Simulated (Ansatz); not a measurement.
Ta₃N₅ (Cmcm), Ansatz (a quantum-chemistry and plane-wave program) with PBEsol, rigid bands. Band gap 1.15 eV, N_c = 1.40e19 cm⁻³ and N_v = 2.35e19 cm⁻³ at 300 K, conductivity masses along x (a = (1.94, -5.11, 0.00) Å; b = (1.94, 5.11, 0.00) Å; c = (0.00, 0.00, 10.24) Å) of 0.187 mₑ (electrons) and 0.804 mₑ (holes). Take k_BT = 0.02585 eV.

Problem. Find the intrinsic carrier density and the intrinsic Fermi level.

Solution. n_i = √(N_c N_v) exp(−E_g/2k_BT) = 1.81e19 × exp(−22.24) = 4.0e9 cm⁻³. The level lies (k_BT/2) ln(N_v/N_c) = 7 meV from mid-gap (positive towards the conduction band). Each 0.1 eV added to the gap lowers n_i by a factor of 6.9.

Problem. A film of it is 8 nm thick, with its normal along the direction named. Estimate the confinement energies in an infinite well.

Solution. ħ²π²/(2m t²) = 0.376 eV·nm²/(m/mₑ × t²) gives 31.4 meV for electrons and 7.31 meV for holes, so the gap would widen to about 1.19 eV. Finite barriers and nonparabolic bands lower this, and with several valleys or bands the heaviest mass along the normal sets the lowest level, not this average.

Problem. What built-in voltage has an abrupt junction with N_A = 1e16 and N_D = 1e17 cm⁻³, all dopants ionised?

Solution. V_bi = E_g/e − (k_BT/e) ln(N_c N_v/(N_A N_D)) = 1.15 − 0.02585 × 12.70 = 0.82 V, for the computed gap.

Rigid bands with the computed gap; masses take one relaxation time for all states. Spin-orbit coupling is left out; with 5d elements it also splits d-like band edges.

Formula and space group known from diffraction (Crystallography Open Database), not checked to be the room-temperature form: Ta3N5 (Cmcm).
